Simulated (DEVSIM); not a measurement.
System: abrupt GaAs p-n junction, at 300 K.

Layer 1 from the left is GaAs, thickness (μm) 0.700, Na (cm⁻³) 8.7e15, τn (s) 4.5e-8, τp (s) 4.5e-8. Layer 2 from the left is GaAs, thickness (μm) 2.20, Nd (cm⁻³) 6.3e15, τn (s) 4.5e-8, τp (s) 4.5e-8.

Left contact: ohmic. Right contact: ohmic. Voltage is applied to the left contact. Recombination: SRH at mid-gap, Auger. Mobility is constant in doping.

This is a model device: material constants are rounded textbook-type values typed into the input, and sizes, dopings and lifetimes were drawn at random. Values at 300 K.

GaAs: gap (eV) 1.424, affinity (eV) 4.07, permittivity 12.9, Nc (cm⁻³) 4.7e17, Nv (cm⁻³) 9e18, μn (cm²/Vs) 8500, μp (cm²/Vs) 400, Cn (cm⁶/s) 1e-30, Cp (cm⁶/s) 1e-30.

Simulated with DEVSIM: 1D drift-diffusion, Boltzmann statistics, complete ionisation; no tunnelling, impact ionisation, image-force lowering or self-heating.

Dark forward current:

| |V| (V) | |J| (A/cm²) |
|---|---|
| 0.05 | 1.987e-11 |
| 0.10 | 6.924e-11 |
| 0.15 | 2.008e-10 |
| 0.20 | 5.570e-10 |
| 0.25 | 1.527e-9 |
| 0.30 | 4.192e-9 |
| 0.35 | 1.163e-8 |
| 0.40 | 3.313e-8 |
| 0.45 | 1.000e-7 |
| 0.50 | 3.375e-7 |
| 0.55 | 1.355e-6 |
| 0.60 | 6.626e-6 |
| 0.65 | 3.787e-5 |
| 0.70 | 0.0002371 |
| 0.75 | 0.001552 |
| 0.80 | 0.01036 |
| 0.85 | 0.06959 |
| 0.90 | 0.4681 |
| 0.95 | 3.136 |
| 1.00 | 20.58 |
| 1.05 | 122.6 |
| 1.10 | 538.3 |
| 1.15 | 1546 |
| 1.20 | 3258 |

Work out the local ideality factor n = ΔV / (kT/q · ln(J2/J1)) between the rows 0.15 and 0.20 V, 0.85 and 0.90 V, 1.15 and 1.20 V.

kT/q = 25.85 mV. From 0.15 to 0.20 V: ln(5.570e-10/2.008e-10) = 1.020, n = 1.90, near the 2 of recombination in the depletion region. From 0.85 to 0.90 V: ln(0.4681/0.06959) = 1.906, n = 1.01, near the 1 of diffusion or emission over a barrier. From 1.15 to 1.20 V: ln(3258/1546) = 0.745, n = 2.59.

Estimate the current at 0.80 V from the Shockley equation with J0 = Σ q ni² D/(N L) coth(W/L), τ joining the SRH, radiative and Auger lifetimes that are on, and W taken as the whole layer.

ni² = 5.04e12 cm⁻⁶; electrons in the p layer: μ = 8500 cm²/Vs, D = 220 cm²/s, τ = 4.50e-8 s, L = 31.4 μm, W/L = 0.022, term 2.91e-16 A/cm²; holes in the n layer: μ = 400 cm²/Vs, D = 10.3 cm²/s, τ = 4.50e-8 s, L = 6.82 μm, W/L = 0.32, term 6.23e-18 A/cm². J0 = 2.98e-16 A/cm², and J = J0 exp(qV/kT) = 0.00820 A/cm². The simulation gives 0.0104 A/cm²; the estimate lies 21 % below. The estimate leaves out recombination in the depletion region and that region's share of W.
